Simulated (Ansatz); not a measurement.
Structures of equal composition on the (100) surface of fcc Cu: p(2x2), one Cu adatom; one added row of Cu in 4. The slabs share one bottom face, and each structure is named by its start. These are constructed structures in small cells; real faces may alloy, dewet or reconstruct in larger ones, and not all known structures of the face are among them. Slabs of about 9 Å with all that they carry, Fermi-Dirac smearing of 0.1 eV. Bottom of the slabs: a bare face, its two planes held. Relaxed from the named starts with such symmetry as they have, on meshes of like density; energies extrapolated to zero smearing; no spin-orbit coupling, no U. Spin-polarised runs, if any, are marked in brackets, and their order is one that fits the cell; the others ran without spin. The cells differ, so small differences also carry the error of unlike k-meshes.

These are PBE (plane waves to 420 eV, PAW; Ansatz, an electronic-structure program) values and carry that method's errors.

Problem. Rank these by energy per 1x1 cell (lowest first), as PBE gives it.

Solution. one added row of Cu in 4 (0.00 eV), p(2x2), one Cu adatom (0.09 eV)
